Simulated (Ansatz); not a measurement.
InP (model structure, started from the BeO type, P4₂/mnm, No. 136, 8 atoms in the cell)

The numbers are results of PBEsol+SOC (PAW; Ansatz, an electronic-structure program), not measurements.

Run with plane-wave cutoff 520 eV, 6×6×8 k mesh (along the axes of the cell as run), Fermi–Dirac smearing 0.01 eV, PAW data made under PBE.

Cell (relaxed with PBEsol):

```
CELL_PARAMETERS angstrom
      7.17480     0.00000     0.00000
      0.00000     7.17480     0.00000
      0.00000     0.00000     4.16218
ATOMIC_POSITIONS crystal
  In 0.32185 0.67815 0.00000
  In 0.67815 0.32185 0.00000
  In 0.82185 0.82185 0.50000
  In 0.17815 0.17815 0.50000
  P  0.31930 0.31930 0.00000
  P  0.68070 0.68070 0.00000
  P  0.18070 0.81930 0.50000
  P  0.81930 0.18070 0.50000
```

band gap: 0.69 eV (direct)

Note: the relaxation could raise the start's symmetry but not lower it, so the cell can be a saddle point.

Computed values are for the static lattice.

A model structure was made by putting elements into a prototype or built by hand; it is no filed structure, need not be a known phase, and can be a saddle point held by its symmetry.
